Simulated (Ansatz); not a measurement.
# How the smallest direct gap on the k points sampled of BGeCN (model structure, started from the AlSiCN type, P3m1, No. 156, 4 atoms in the cell) moves with the method

No measured value is used here.

| level (code) | value (eV) |
|---|---|
| LDA (Ansatz) | 2.43 |
| PBE (Ansatz) | 2.33 |
| PBE+SOC (Ansatz) | 2.32 |
| PBEsol (Ansatz) | 2.31 |
| PBEsol+SOC (Ansatz) | 2.30 |
| r²SCAN (Ansatz) | 2.64 |
| r²SCAN+SOC (Ansatz) | 2.63 |
| HSE06 (Ansatz) | ___ |
| HSE06+SOC (Ansatz) | ___ |
| PBE0 (Ansatz) | ___ |

### Question
What belongs in the gaps?

### Answer

- HSE06 (Ansatz, an electronic-structure program), value (eV): 3.42
- HSE06+SOC (Ansatz), value (eV): 3.40
- PBE0 (Ansatz), value (eV): 4.15

At these levels the smallest gap is indirect and lower: LDA 2.03, PBE 2.09, PBE+SOC 2.07, PBEsol 2.00, PBEsol+SOC 1.99, r²SCAN 2.42, r²SCAN+SOC 2.40, HSE06 3.10, HSE06+SOC 3.08, PBE0 3.83 eV. Computed values are for a static lattice. Levels without +SOC have no spin–orbit coupling; where heavier elements are present it shifts gaps, mostly down, and can invert bands.  Values are at the PBE-D3(BJ) cell. Cutoffs and k meshes differ between the levels. Ansatz's density-functional and Hartree–Fock values are scalar-relativistic unless marked +SOC, with PAW data made under PBE.

A model structure was made by putting elements into a prototype or built by hand; it is no filed structure, need not be a known phase, and can be a saddle point held by its symmetry.
